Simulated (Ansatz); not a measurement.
Consider Au in the fcc (Cu type) structure (space group Fm-3m, No. 225; a = 4.0830 Å; relaxed with 0.1 eV smearing).

Calculations: PBEsol/PAW in Ansatz (an electronic-structure program), without spin-orbit coupling.

For the base:

| Property | Value |
|---|---|
| Pressure | 0.0 GPa |

The change: the cell is scaled by 0.9700 in all directions, atoms relaxed at fixed cell.

**Question.** What does the calculation give for the energy relative to the base after the change?

**Answer.** The energy grows by 87 meV/atom.

**Question.** How does this affect the pressure?

**Answer.** The pressure goes from zero to 20.8 GPa.

The cells carry an imposed strain or load. Stability against distortions was not tested.
